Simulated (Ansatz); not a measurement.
## What uniaxial stress, 5 GPa compression along z does to Hf

The reference is Hf in the hcp (Mg type) structure (space group P6_3/mmc, No. 194; a = 3.159 Å, c = 5.000 Å). Axes: x lies along a and z along c of the hexagonal cell.

Modification: uniaxial stress, 5 GPa compression along z, with the cell and atoms free to relax against it.

Method: PBEsol in Ansatz (plane waves to 420 eV, PAW, spin-orbit coupling left out). Γ-centred 17×17×9 mesh, Fermi–Dirac width 0.05 eV.

| quantity | base | changed | shift |
|---|---|---|---|
| volume per atom | 21.61 Å³ | 21.34 Å³ | -0.27 Å³ |
| space group | P6_3/mmc (No. 194) | P6_3/mmc (No. 194) | – |
| shortest interatomic distance | 3.095 Å | 3.046 Å | -0.049 Å |
| energy relative to the base (free energy F) | 0 meV/atom | +9.6 meV/atom | +9.6 meV/atom |
| band gap | zero | zero | – |
| strain response (xx, yy, zz) (rough) | – | (+0.83, +0.83, −2.87) % | – |

Cost of the whole job for the changed cell (relaxation, final SCF and bands): roughly 40 core-seconds.

Without a gap, meshes like the base's 17×17×9 leave anisotropic stresses uncertain by several tenths of a GPa, and small strain energies with them. Stability under load was not tested beyond the relaxation. The final runs are not spin-polarised.

Ansatz is a quantum-chemistry and plane-wave program.
